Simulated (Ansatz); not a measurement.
Take GaAs in the zinc blende structure (space group F-43m, No. 216; a = 5.603 Å) as the base. Axes: x, y, z lie along the cube axes.

Method: Kohn–Sham DFT with the LDA functional, run in Ansatz (a first-principles code) with PAW and 420 eV plane waves, scalar-relativistic without spin-orbit coupling.

It is then changed as follows: tensor shear ε_xy = +1.71 % (engineering shear γ = 0.0342); the atoms relax in the strained cell.

Question: Predict the stress tensor and what it implies for the stiffness.

Answer: Stress of the strained cell less that of the base (GPa, compression positive):
```
   0.06   -2.01    0.00
  -2.01    0.06    0.00
   0.00    0.00   -0.01
```

Then −Δσ/γ with γ = 2ε = 0.0342 gives secant stiffness values (nonlinear terms included at this strain): C66 ≈ 59 GPa.

As a check, the harmonic strain energy −½ V₀ Δσ:ε is 4.7 meV/atom; the computed energy rise is 4.7 meV/atom.

No phonon test of stability was made.
